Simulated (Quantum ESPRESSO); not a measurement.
**Parameter sweep on ZrO (F-43m, 2 atoms in the cell)**

```
ZrO
1.0
    0.00000     2.51333     2.51333
    2.51333     0.00000     2.51333
    2.51333     2.51333     0.00000
Zr O
1 1
Direct
  0.00000   0.00000   0.00000
  0.75000   0.75000   0.75000
```

Base run A: Quantum ESPRESSO with LDA (PZ), GBRV 1.5 ultrasoft (LDA) pseudopotentials, self-consistent single point.

Its settings: ecutwfc = 40 Ry; ecutrho = 320 Ry; occupations = smearing; smearing = marzari-vanderbilt; degauss = 0.0073499 Ry; potentials = {Zr: zr_lda_v1.uspp.F.UPF, O: o_lda_v1.2.uspp.F.UPF}; K_POINTS = automatic 15 15 15 0 0 0; conv_thr = 1e-10 Ry; mixing_beta = 0.5.

The starting cell comes from a database of computed structures (which also holds hypothetical and non-ambient phases and stackings), without a prior relaxation at this level. In the base run, with a pressure of about -11 GPa the cell is away from its equilibrium volume at this level.

ΔF is the free energy per atom less that of run A. 

Run A gave: pressure (GPa) -11.13.

Runs:
- B: lattice scaled by 0.97
- C: lattice scaled by 0.97; ecutwfc: 40 Ry → 24 Ry; ecutrho: 320 Ry → 192 Ry
- D: lattice scaled by 0.985
- E: lattice scaled by 0.985; ecutwfc: 40 Ry → 24 Ry; ecutrho: 320 Ry → 192 Ry
- F: lattice scaled by 1.015
- G: lattice scaled by 1.015; ecutwfc: 40 Ry → 24 Ry; ecutrho: 320 Ry → 192 Ry
- H: lattice scaled by 1.03
- I: lattice scaled by 1.03; ecutwfc: 40 Ry → 24 Ry; ecutrho: 320 Ry → 192 Ry
- J: ecutwfc: 40 Ry → 24 Ry; ecutrho: 320 Ry → 192 Ry

**Question.** What does run E change against A?

**Answer.** The free energy goes up by 452 meV/atom and the pressure goes from -11.13 to -29.48 GPa.

**Question.** What does run G change against A?

**Answer.** The free energy rises by 545 meV/atom and the pressure goes from -11.13 to -39.22 GPa.

| run | ΔF (meV/atom) | pressure (GPa) |
|---|---|---|
| A | 0.00 | -11.13 |
| B | -35.7 | 3.93 |
| C | 450.9 | -22.37 |
| D | -34.4 | -4.40 |
| E | 452.5 | -29.48 |
| F | 62.8 | -16.50 |
| G | 545.2 | -39.22 |
| H | 149.7 | -20.73 |
| I | 631.0 | -42.42 |
| J | 484.5 | -34.98 |
